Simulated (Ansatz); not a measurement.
YB$_{2}$C$_{2}$ is taken in the tetragonal space group P4₂/mmc (No. 131), Pearson symbol tP10. Cell: a = 3.780 Å, b = 3.780 Å, c = 7.069 Å, α = 90.00°, β = 90.00°, γ = 90.00°. Y on 2e sees 8 C at 2.683 Å and 8 B at 2.713 Å. B on 4m has 2 C at 1.597 Å and 1 B at 1.631 Å and 4 Y at 2.713 Å. C on 4k sees 1 C at 1.417 Å and 2 B at 1.597 Å and 4 Y at 2.683 Å. (Neighbours: up to the widest gap in distance over summed covalent radii, below 1.35, at either atom; cation-cation and far metal-metal contacts left out.)

YB2C2 (P4_2/mmc), PBEsol, DFPT electron-phonon coupling, linearised Boltzmann equation (plane waves, PAW, scalar-relativistic; Ansatz, a program for electronic structure): the phonon-limited resistivity at 300 K is 15.6 μΩ·cm (x, the basal plane), 15.6 μΩ·cm (y, the basal plane), 19.5 μΩ·cm (z, c). Third figures are kept for the arithmetic.

Question: Bound the resistivity of a random, dense polycrystal without boundary scattering, and give the anisotropy.

Answer: Largest over smallest: 1.25. Upper bound, grains in series: (15.6 + 15.6 + 19.5)/3 = 16.9 μΩ·cm. Lower bound, grains side by side: 3/Σ(1/ρ) = 16.7 μΩ·cm. The best single-crystal direction lies 7 % under the lower bound.

Question: The current-weighted mean free path is 10.2 nm along x and 8.75 nm along z. How does ρ₀ℓ differ between these directions?

Answer: x: 15.6 × 10.2 = 15.9×10⁻¹⁶ Ω·m²; z: 19.5 × 8.75 = 17.1×10⁻¹⁶ Ω·m², a ratio of 1.07. The size effect in a wire also hangs on the velocities towards its walls, so the isotropic formulas don't carry over to this crystal.

A metal at this level (no band gap). Only scattering by harmonic phonons is included (no impurities, grain boundaries, electron-electron scattering or thermal expansion). Spin-orbit coupling is left out. The run warned that the eigensolver left some states short of its tolerance. Halving the electron mesh (24x24x12) moves the resistivity by up to 2 % at 300 K, the mean free path by up to 2 %. Smearing 0.20 eV; phonons on a 4x4x2 q mesh, which this run doesn't test.

Computed structure with no diffraction record at hand here (it may be known, metastable or hypothetical): YB2C2 (P4_2/mmc).
